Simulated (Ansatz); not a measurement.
A computed series for Nb: pressure series

Consider Nb in the bcc (W type) structure (space group Im-3m, No. 229; a = 3.3027 Å).

Cell and atoms are relaxed at each pressure.

Level of theory: r2SCAN (Ansatz, a program for electronic structure), spin-orbit coupling left out.

Notes on the quantities. enthalpy: H = E + PV relative to the base's energy.

```csv
variant,enthalpy,shortest interatomic distance
base,–,2.860 Å
pressure −2 GPa,-0.23 eV/atom,2.872 Å
pressure −1 GPa,-0.11 eV/atom,2.866 Å
pressure 0.9 GPa,+0.10 eV/atom,2.855 Å
pressure 2.1 GPa,+0.23 eV/atom,2.849 Å
pressure 4.5 GPa,+0.50 eV/atom,2.837 Å
pressure 9 GPa,+0.99 eV/atom,2.815 Å
pressure 15 GPa,+1.62 eV/atom,2.790 Å
pressure 22.5 GPa,+2.39 eV/atom,2.761 Å
pressure 30 GPa,+3.14 eV/atom,2.735 Å
```

Load acts through the strain it causes; cell and atoms are relaxed under it. No phonon test of stability was made. No other phases were tried under pressure. The final runs are not spin-polarised.
